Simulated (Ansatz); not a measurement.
## Response to strain in Ir

Consider Ir in the fcc (Cu type) structure (space group Fm-3m, No. 225; relaxed with 0.1 eV smearing).

```
Ir
1.0
    0.00000     1.91555     1.91555
    1.91555     0.00000     1.91555
    1.91555     1.91555     0.00000
Ir
1
Direct
  0.00000   0.00000   0.00000
```

Cartesian axes are those of the cell as printed.

Strains are applied to the cell and any free atomic positions relax.

Calculations: DFT with PBEsol, PAW potentials and a 420 eV plane-wave cutoff in Ansatz (a first-principles code), no spin-orbit coupling.

Notes on the quantities. energy relative to the base: free energy F; pressure: mean of the normal stresses, compression positive.

```tsv
case	energy relative to the base	pressure	volume per atom
base	0 meV/atom	0.0 GPa	14.06 Å³
uniaxial strain ε_zz = −3.00 %	+27 meV/atom	12.9 GPa	13.64 Å³
uniaxial strain ε_zz = −2.00 %	+12 meV/atom	8.3 GPa	13.78 Å³
uniaxial strain ε_zz = −1.50 %	+6.6 meV/atom	6.1 GPa	13.85 Å³
uniaxial strain ε_zz = −1.00 %	+2.9 meV/atom	4.0 GPa	13.92 Å³
uniaxial strain ε_zz = +0.50 %	+0.7 meV/atom	-1.9 GPa	14.13 Å³
uniaxial strain ε_zz = +1.00 %	+2.8 meV/atom	-3.7 GPa	14.20 Å³
uniaxial strain ε_zz = +1.50 %	+6.1 meV/atom	-5.5 GPa	14.27 Å³
uniaxial strain ε_zz = +2.50 %	+17 meV/atom	-8.8 GPa	14.41 Å³
uniaxial strain ε_zz = +3.00 %	+24 meV/atom	-10.4 GPa	14.48 Å³
```

Stability against distortions was not tested. The final runs are not spin-polarised.
